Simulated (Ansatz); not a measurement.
InP: pressure series

The parent structure is InP in the zinc blende structure (space group F-43m, No. 216).

```yaml
crystal:
  lattice:
    - [0.00000, 2.95348, 2.95348]
    - [2.95348, 0.00000, 2.95348]
    - [2.95348, 2.95348, 0.00000]
  atoms:
    - { symbol: In, position: [0.00000, 0.00000, 0.00000] }
    - { symbol: P, position: [0.25000, 0.25000, 0.25000] }
```

Cell and atoms are relaxed at each pressure.

All numbers come from r2SCAN (Ansatz, a first-principles code, PAW, no SOC).

Candidates:
(a) pressure 22.5 GPa
(b) pressure 4.5 GPa
(c) pressure 2.1 GPa
(d) pressure 9 GPa

Base values:

```
Quantity                         Value
-----------------------------  -------
Width of the top valence band  2.90 eV
```

**Question.** Order them by width of the top valence band, highest first.

**Answer.** (a) pressure 22.5 GPa (3.95 eV), (d) pressure 9 GPa (3.40 eV), (b) pressure 4.5 GPa (3.16 eV), (c) pressure 2.1 GPa (3.03 eV)

The levels and masses belong to the bands next to the band gap. Load acts through the strain it causes; cell and atoms are relaxed under it. Stability against distortions was not tested. Measured, InP leaves this structure (for rock salt) near 9.8 GPa (temperature not stated; as listed in Datta, Sujoy, Jana, Debnarayan, arXiv (2020)).
